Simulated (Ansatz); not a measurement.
**By hand: reaction energy**

We look at the reaction energy. Reaction: TiI4 (gas) → Ti (hcp) + 2 I2 (gas). A negative value means that the right-hand side lies lower.

Method: Ansatz (a first-principles code), PAW, neutral cells at 0 K with nuclei at rest, on structures from PBE. Ansatz runs with its PAW set soft_1. Other levels take these structures. The lattices are those relaxed with PBE, so at other levels the solids can be strained, which adds to the spread. A dispersion term (D3(BJ), or D4 for r2SCAN) was computed beside these levels and is taken off wherever the name lacks it. Spin-orbit coupling is left out.

Total energies of the cells in eV, at zero smearing width. They compare only within one column; the weights balance every element.

| cell | atoms | weight | r2SCAN | PBEsol |
|---|---|---|---|---|
| Ti (hcp) | 2 | +1 | -5008.74348 | -4947.77774 |
| I2 (gas) | 2 | +4 | -15055.76208 | -14864.13212 |
| TiI4 (gas) | 5 | −2 | -32620.96490 | -32206.63878 |

r2SCAN: (-5008.74348) + 4 × (-15055.76208) − 2 × (-32620.96490) = 10.138 eV; dividing by 2 gives 5.07 eV.

PBEsol: (-4947.77774) + 4 × (-14864.13212) − 2 × (-32206.63878) = 8.971 eV; dividing by 2 gives 4.49 eV.

What follows from the r2SCAN value: Per mole of the reaction as written, 5.069 eV × 96.485 = 489.1 kJ.
